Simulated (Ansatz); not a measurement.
Consider GaSb in the zinc blende structure (space group F-43m, No. 216; a = 6.214 Å).

Method: Ansatz (a first-principles code) PBE, scalar-relativistic without spin-orbit coupling, earlier PAW set.

Base values:

| Quantity | Result |
|---|---|
| Band gap | zero |
| Lattice parameter a | 6.214 Å |

One thing is altered: cell and atoms relaxed at a pressure of 1.5 GPa.

**Question.** Estimate the effect on the band gap and lattice parameter a.

**Answer.** The band gap is still zero; the lattice parameter a shrinks by 0.0635 Å, from 6.214 Å to 6.151 Å.

Spin-orbit coupling, missing from the scalar runs, can matter with Sb. Load acts through the strain it causes; cell and atoms are relaxed under it. Stability against distortions was not tested. The final runs are not spin-polarised. A zero or small gap of GaSb can be the functional's error rather than a property of the material.
